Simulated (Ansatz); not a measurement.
# ZnS: response to strain

Take ZnS in the zinc blende structure (space group F-43m, No. 216; a = 5.389 Å) as the base. Axes: x, y, z lie along the cube axes.

Strains are applied to the cell and any free atomic positions relax; under biaxial strain the out-of-plane vector relaxes too.

Level of theory: r2SCAN/PAW in Ansatz (a first-principles code), no SOC.

Notes on the quantities. energy relative to the base: free energy F.

| biaxial strain, plane normal [001], relaxed out of plane (%) | energy relative to the base (meV/atom) |
|---|---|
| 0 | 0.0 |
| 0.5 | ? |
| 1 | 1.1 |
| 1.5 | 2.5 |
| 2 | 4.4 |
| 2.5 | 6.9 |
| 3 | 9.8 |

### Question
Fit ΔE = Aε² + Bε³ (ε in %) to the rows shown and predict the withheld row.

### Answer
Least squares on the printed values gives A = 1.13 and B = -0.014 meV/atom (largest residual 0.0 meV/atom); this predicts 0.3 meV/atom, and the run gives 0.3 meV/atom, in agreement.

Whether these cells are dynamically stable was not tested.
